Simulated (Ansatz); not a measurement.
Take an 8-atom supercell of Pt in the fcc (Cu type) structure (space group Fm-3m, No. 225; a = 3.9701 Å) at its relaxed geometry as the base.

Computed with PBE (Ansatz, a first-principles code; PAW; 420 eV plane waves; scalar-relativistic without spin-orbit coupling), earlier PAW set.

For the base:

| Item | Value |
|---|---|
| Pressure | -0.1 GPa |

Modification: a neutral Li interstitial (started 1.99 Å from the nearest host atom), atoms relaxed at fixed cell, starting from a slightly rattled geometry.

Problem. How does this affect the final site of the added atom, pressure and largest displacement of a host atom from its site in the perfect cell?

Solution. The final site of the added atom amounts to 6 Pt at 2.08 Å (octahedral); the pressure rises by 22.65 GPa to 22.5 GPa; the largest displacement of a host atom from its site in the perfect cell comes out as 0.10 Å.

The cell is small, so the values are those of an ordered compound at a high defect concentration; dilute-limit values will differ. All final runs are without spin polarisation. The defect cell is not spin-polarised.
